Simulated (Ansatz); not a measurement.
**Response to strain in ZrB2**

Start from ZrB$_{2}$ (space group P6/mmm, No. 191; a = 3.1552 Å, c = 3.5062 Å; relaxed with 0.1 eV smearing). Axes: x lies along a and z along c of the hexagonal cell.

Strains are applied to the cell and any free atomic positions relax.

Computed with PBEsol (Ansatz, a first-principles code), no spin-orbit coupling.

Notes on the quantities. energy relative to the base: free energy F; pressure: mean of the normal stresses, compression positive.

```tsv
change	energy relative to the base	pressure	volume per atom
base	0 meV/atom	0.0 GPa	10.08 Å³
tensor shear ε_xz = +1.14 %	+4.4 meV/atom	0.2 GPa	10.08 Å³
tensor shear ε_xz = +2.00 %	+13 meV/atom	0.5 GPa	10.07 Å³
tensor shear ε_xz = +1.71 %	+9.8 meV/atom	0.4 GPa	10.07 Å³
tensor shear ε_xz = +1.43 %	+6.9 meV/atom	0.3 GPa	10.07 Å³
tensor shear ε_xz = +0.86 %	+2.5 meV/atom	0.1 GPa	10.08 Å³
tensor shear ε_xz = +0.57 %	+1.1 meV/atom	0.0 GPa	10.08 Å³
tensor shear ε_xz = +0.29 %	+0.3 meV/atom	0.0 GPa	10.08 Å³
```

No phonon test of stability was made. All final runs are without spin polarisation.
